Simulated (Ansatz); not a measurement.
The starting structures come from a database of crystals and need not be the phases stable at ambient conditions.

 Where the default PAW files enter, the runs use the earlier of Ansatz's two default sets.

The decay constant κ of evanescent states in the gap governs leakage through a thin film.

Input:

```
CdMgTe2
1.0
    4.61362     0.00000     0.00000
    0.00000     4.61362     0.00000
    0.00000     0.00000     6.49047
Mg Cd Te
1 1 2
Cartesian
  2.30681   2.30681   3.24523
  0.00000   0.00000   0.00000
  0.00000   2.30681   1.65799
  2.30681   0.00000   4.83248
```

Space group of this cell: P-4m2. The cell is taken as given; by LDA its mean pressure is -2.2 GPa.

Transport runs along the normal of the first two printed cell vectors, the (001) plane of the conventional cell.

The gap is the functional's own, uncorrected, and κ follows it; spin-orbit coupling is left out. Mid-gap values are interpolated between the computed energies.

Problem. Predict the band gap and the smallest decay constant κ at mid-gap from Ansatz (a first-principles code) with LDA.

Solution. Gap 1.22 eV on a 8×8×6 mesh; κ = 0.098 1/Å, at the zone centre.
